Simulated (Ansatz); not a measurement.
System: cubic perovskite CsSrF₃. Method: r²SCAN+SOC (Ansatz, a first-principles code, plane waves, PAW).

Settings: plane-wave cutoff 560 eV, 8×8×8 k mesh, Fermi–Dirac smearing 0.01 eV, PAW data made under PBE.

The direct gap at Γ against volume; x = 100 ln(V/21.618 Å³). One gap is withheld.

| V (Å³/atom) | x | gap (eV) |
|---|---|---|
| 20.321 | -6.19 | 7.377 |
| 20.753 | -4.08 | 7.298 |
| 21.185 | -2.02 | 7.219 |
| 21.618 | 0.00 | 7.140 |
| 22.050 | 1.98 | 7.060 |
| 22.482 | 3.92 | 6.981 |
| 22.915 | 5.83 | ? |

Question: Fit a straight line to the rows shown, give the volume deformation potential and predict the withheld gap.

Answer: Means of the 6 rows: x̄ = -1.065, ȳ = 7.1792 eV. Σ(x − x̄)(y − ȳ) = -2.8027 and Σ(x − x̄)² = 71.524, so the slope is -0.0392 eV per unit of x, and dE_g/d ln V = -3.9 eV. At x = 5.83: 7.1792 + (-0.0392) × (5.83 − (-1.065)) = 6.909 eV. The run gives 6.902 eV, 0.007 eV below the line, as the curve bends the same way over all rows.

Note: the relaxation could not lower the start's symmetry, so the cell can be a saddle point above a distorted one.
